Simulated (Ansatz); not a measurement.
Level of theory: PBE (plane waves to 420 eV, PAW; Ansatz, an electronic-structure program).

Plane-averaged electrostatic potential energy along the normal, in eV from the Fermi level, for F on the 1x1 (0001) surface of hcp Zr, one in a 2x2 cell, started at the site 'hollow Zr-Zr-Zr':

(z (Å), V (eV)): (5.34, 4.15); (5.62, 4.14); (5.91, 4.13); (6.19, 4.12); (6.47, 4.10); (6.75, 4.06); (7.03, 3.97); (7.31, 3.83); (7.59, 3.56); (7.87, 3.08); (8.16, 2.24); (8.44, 0.79); (8.72, -1.71); (9.00, -6.28); (9.28, -12.71); (9.56, -17.33); (9.84, -17.54); (10.12, -13.22); (10.41, -6.74); (10.69, -2.20); (10.97, -1.00); (11.25, -2.75); (11.53, -7.91); (11.81, -14.25); (12.09, -17.73); (12.37, -16.46); (12.66, -11.06); (12.94, -4.65); (13.22, -0.86); (13.50, 0.29); (13.78, -0.83); (14.06, -4.57); (14.34, -10.96); (14.62, -16.39); (14.91, -17.72); (15.19, -14.28); (15.47, -7.94); (15.75, -2.73); (16.03, -0.90); (16.31, -2.04); (16.59, -6.41); (16.87, -12.82); (17.16, -17.33); (17.44, -17.44); (17.72, -13.18); (18.00, -7.33); (18.28, -3.46); (18.56, -1.21); (18.84, 0.64); (19.12, 2.36); (19.41, 3.26); (19.69, 3.57); (19.97, 3.73); (20.25, 3.80); (20.53, 3.84); (20.81, 3.86); (21.09, 3.87); (21.37, 3.88); (21.66, 3.88); (21.94, 3.88); (22.22, 3.88); (22.50, 3.88); (22.78, 3.88)

Slab: 17 atoms, 7.6 Å thick at the start under the adsorbate (thin: gaps and levels are the slab's own); k 5x5x1, smearing 0.1 eV, dipole-corrected; 8 atoms held, the rest relaxed; symmetry of the start imposed; no spin, no spin-orbit, no U, no dispersion correction. At the end it is bonded to 3 Zr. In PBE it is, or lies within 0.03 eV of, the lowest of the starts that converged.

The vacuum level lies 3.88 eV above the Fermi level over the top face and 4.15 eV above it under the bottom face.
